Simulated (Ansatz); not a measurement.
Defect migration in monoclinic ZrO2 with all lengths changed by +1 %: O vacancy, charge state +2. The step: one O atom jumps into the vacancy from a nearby O site; the atom moves 2.28 Å along (0.13, 0.31, -0.24) of the unit cell; the moving atom starts with neighbours O at 2.64; Zr at 2.07, Zr at 2.14, Zr at 2.20 Å and ends with O at 2.64; Zr at 2.07, Zr at 2.14, Zr at 2.20 Å. DFT values are from Ansatz (plane-wave PAW, 420 eV unless said) in a cell of 96 host sites, spin-restricted, static, with no finite-size correction. The charge state is imposed; whether it is stable for some Fermi level was not computed. Forms of the defect that were not tried may lie lower. For the PBE band: the saddle point's order was not checked, and it lies on a symmetry element of the cell, where a band can be held.

```
Level                                                              Forward barrier (eV)  Cost of the band or of the saddle's single point
-----------------------------------------------------------------  --------------------  ------------------------------------------------
CHGNet universal potential (has no charge state), its own band                     0.66                                                 -
PBE, the Γ point alone, band relaxed                                               0.51                           roughly 15 core-minutes
PBE, a 2×2×2 k-point mesh shifted by half a step, same geometries                  0.51                     around 7 core-minutes (rough)
```

Ansatz is a program for electronic structure.
